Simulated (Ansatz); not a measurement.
Here is the system:

```xyz
6
Lattice="3.0787 0.0000 0.0000 -1.5393 2.6662 0.0000 0.0000 0.0000 11.4005" Properties=species:S:1:pos:R:3 pbc="T T T"
W      0.0000     1.7775     2.8501
W      1.5393     0.8887     8.5503
S      0.0000     1.7775     6.9738
S      1.5393     0.8887     1.2736
S      1.5393     0.8887     4.4267
S      0.0000     1.7775    10.1269
```

No spin polarisation.

Level of theory: Kohn–Sham DFT with the PBEsol-D3(BJ) functional, run in Ansatz (an electronic-structure program) with PAW and 420 eV plane waves, no SOC. Settings: 12×12×3 k-points, 0.05 eV Fermi–Dirac smearing.

Predict the electron mass and valence-band top at Γ.

The electron mass comes out as 0.34 mₑ along c, 0.42 mₑ across (off the special points). The valence-band top at Γ (three highest levels, from the VBM) comes out as 0.00, -1.06, -1.89 eV.

Spin-orbit coupling, missing from the scalar runs, can matter with W. The levels and masses belong to the bands next to the band gap. Load acts through the strain it causes; cell and atoms are relaxed under it. Masses are band curvatures over ±0.01 Å⁻¹ around the edge. No phonon test of stability was made. No other phases were tried under pressure. The cell was made from WS2 in the 2H-MoS2 type structure (space group P6_3/mmc, No. 194; layered, stacked along the Cartesian z axis) by this change: pressure 5 GPa.
